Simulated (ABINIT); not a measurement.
Worked example: band-structure calculation of ZrGeS (P4/nmm, 6 atoms in the cell) in ABINIT.

Method of the run: PBEsol, PAW (JTH v2.0 PBE PAW, files made for PBE) (plane waves; ABINIT).

Input as run:

```
# ZrGeS, JTH v2.0 PBE PAW
pp_dirpath "./"
pseudos "Zr.GGA_PBE-JTH.xml, Ge.GGA_PBE-JTH.xml, S.GGA_PBE-JTH.xml"
acell 3*1.0
rprim
         6.7055986669    0.0000000000    0.0000000000
         0.0000000000    6.7055986669    0.0000000000
         0.0000000000    0.0000000000   14.8765873469
natom 6
ntypat 3
znucl 40 32 16
typat 1 1 2 2 3 3
xred
         0.0000000000    0.5000000000    0.7251900000
         0.5000000000    0.0000000000    0.2748100000
         0.5000000000    0.5000000000    0.0000000000
         0.0000000000    0.0000000000    0.0000000000
         0.0000000000    0.5000000000    0.3785600000
         0.5000000000    0.0000000000    0.6214400000
ecut 21 Ha
pawecutdg 42 Ha
pawxcdev 0
ixc -116133
occopt 3
tsmear 0.136 eV
nband 41
kptopt 1
ngkpt 7 7 3
nshiftk 1
shiftk 0 0 0
nstep 80
tolvrs1 1.0e-10
ndtset 2
prtden1 1
getden2 1
iscf2 -2
kptopt2 -7
ndivsm2 4
kptbounds2
       0.00000000  0.00000000  0.00000000  # G
       0.00000000  0.50000000  0.00000000  # X
       0.50000000  0.50000000  0.00000000  # M
       0.00000000  0.00000000  0.00000000  # G
       0.00000000  0.00000000  0.50000000  # Z
       0.00000000  0.50000000  0.50000000  # R
       0.50000000  0.50000000  0.50000000  # A
       0.00000000  0.00000000  0.50000000  # Z
nband2 45
nbdbuf2 2
tolwfr2 1.0e-12
prtwf 0
prtvol 1
```

Output (repeated stretches shortened):

```
--- !BeginCycle
solver: {iscf: 17, nstep: 80, nline: 4, wfoptalg: 10, }
tolerances: {tolvrs: 1.00E-10, }
...

     iter   Etot(hartree)      deltaE(h)  residm     nres2
 ETOT  1  -306.32618801227    -3.063E+02 6.616E-01 1.559E+01
 ETOT  2  -307.00970340259    -6.835E-01 1.578E-01 3.239E+00
 ETOT  3  -307.00687079766     2.833E-03 5.290E-02 7.955E-01
 ETOT  4  -307.00790682104    -1.036E-03 2.939E-02 8.831E-02
 ETOT  5  -307.00688903042     1.018E-03 2.229E-02 2.008E-03
   [... 6 lines left out ...]
 ETOT 12  -307.00710261770     4.482E-10 1.643E-03 4.848E-09
 ETOT 13  -307.00710261771    -1.683E-11 1.216E-03 2.167E-09
 ETOT 14  -307.00710261770     1.256E-11 2.108E-03 1.207E-10
 ETOT 15  -307.00710261770     0.000E+00 8.699E-04 6.241E-12
 At SCF step   15       nres2   =  6.24E-12 < tolvrs=  1.00E-10 =>converged.

 Cartesian components of stress tensor (hartree/bohr^3)
  sigma(1 1)= -2.14321896E-04  sigma(3 2)=  0.00000000E+00
  sigma(2 2)= -2.14321896E-04  sigma(3 1)=  0.00000000E+00
  sigma(3 3)= -2.28932896E-04  sigma(2 1)=  0.00000000E+00

 ----iterations are completed or convergence reached----

   [... lines left out ...]
 Fermi (or HOMO) energy (hartree) =   0.45518   Average Vxc (hartree)=  -0.43221
total_energy        : -3.07007102886283E+02
-Cartesian components of stress tensor (GPa)         [Pressure=  6.4489E+00 GPa]
 Unit cell volume ucvol=  6.6892655E+02 bohr^3
   [... lines left out ...]
  3.86E-13  8.77E-13  4.52E-13  5.26E-13  8.57E-13  9.03E-13  3.76E-13  9.87E-13
  8.83E-13  4.31E-13  6.76E-13  4.61E-13  9.98E-13  9.20E-13  4.13E-13  9.61E-13
   [... 11 lines left out ...]

 scprqt:  WARNING -
  nstep=   80 was not enough non-SCF iterations to converge;
  maximum residual=  4.614E-11 exceeds tolwfr=  1.000E-12

 ----iterations are completed or convergence reached----

 reduced coordinates (array xred) for    6 atoms
       0.000000000000      0.500000000000      0.725190000000
       0.500000000000      0.000000000000      0.274810000000
       0.500000000000      0.500000000000      0.000000000000
       0.000000000000      0.000000000000      0.000000000000
       0.000000000000      0.500000000000      0.378560000000
       0.500000000000      0.000000000000      0.621440000000

 Calculation completed.
```

The run ended unconverged in one of its stages. 

The starting cell comes from a database of computed structures (which also holds hypothetical and non-ambient phases and stackings), without a prior relaxation at this level. Its lattice was rescaled by a random factor within 2.5 % of one. The potentials were made for another functional than the one used.
